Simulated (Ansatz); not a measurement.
Consider BaTiO₃ in the cubic perovskite structure (space group Pm-3m, No. 221; a = 4.019 Å).

Now apply this change: every lattice vector is shortened by 2.40 %, atoms relaxed at fixed cell.

Level of theory: PBE (Ansatz, an electronic-structure program, PAW, no spin-orbit coupling).

Base, band edges from the VBM (valence, conduction): M -0.05, 3.49; R 0.00, 4.13; X -0.67, 1.91; Γ -0.12, 1.78 eV.

Give the band edges at the high-symmetry points of the new zone, measured from its valence-band maximum.


```
point  valence edge (eV)  conduction edge (eV)
-----  -----------------  --------------------
Γ                  -0.03                  1.94
X                  -0.66                  2.09
M                  -0.05                  3.87
R                   0.00                  4.61
```

The gap is 1.94 eV, indirect, R → Γ.

The cells carry an imposed strain or load. No phonon test of stability was made. All final runs are without spin polarisation. Many cubic perovskites are stable only at high temperature; tilts and polar distortions were not tested. This is not the structure that BaTiO3 has at room temperature and ambient pressure.
